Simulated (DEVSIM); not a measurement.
Device: GaP n-i-p diode, at 250 K.

Layer 1 from the left is GaP, thickness (μm) 0.540, Nd (cm⁻³) 2.1e18, τn (s) 2.9e-6, τp (s) 2.9e-6. Layer 2 from the left is GaP, thickness (μm) 2.80, Na (cm⁻³) 5.2e11, τn (s) 2.9e-7, τp (s) 2.9e-6. Layer 3 from the left is GaP, thickness (μm) 1.70, Na (cm⁻³) 6.2e18, τn (s) 2.9e-6, τp (s) 2.9e-6.

Left contact: ohmic. Right contact: ohmic. Voltage is applied to the left contact. Recombination: SRH at mid-gap, Auger. Mobility is μmin + (μ − μmin)/(1 + (N/Nref)^α).

The device is made up for the run: typed textbook-type constants, with dimensions and the other settings drawn at random. Values at 300 K; Nc and Nv go as T^1.5, mobilities as T to minus their exponent, the gap by Varshni's rule with the affinity fixed.

GaP: gap (eV) 2.26, affinity (eV) 3.8, permittivity 11.1, Nc (cm⁻³) 1.8e19, Nv (cm⁻³) 1.9e19, μn (cm²/Vs) 250, μp (cm²/Vs) 150, μn,min 10, μp,min 10, Nref,n 4.4e18, Nref,p 1e18, αn 0.8, αp 0.85, T exponent of μn 1.6, T exponent of μp 1.98, Cn (cm⁶/s) 1e-30, Cp (cm⁶/s) 1e-30, Varshni α (eV/K) 0.00058, Varshni β (K) 372.

Model (solved in DEVSIM): 1D drift-diffusion, Boltzmann statistics, complete ionisation; no tunnelling, impact ionisation, image-force lowering or self-heating.

**Question.** What does the simulation give for the potential step across the device at zero bias, the dark forward voltage at 100 A/cm²?

**Answer.** potential step across the device at zero bias 2.221 V; dark forward voltage at 100 A/cm² 2.095 V.
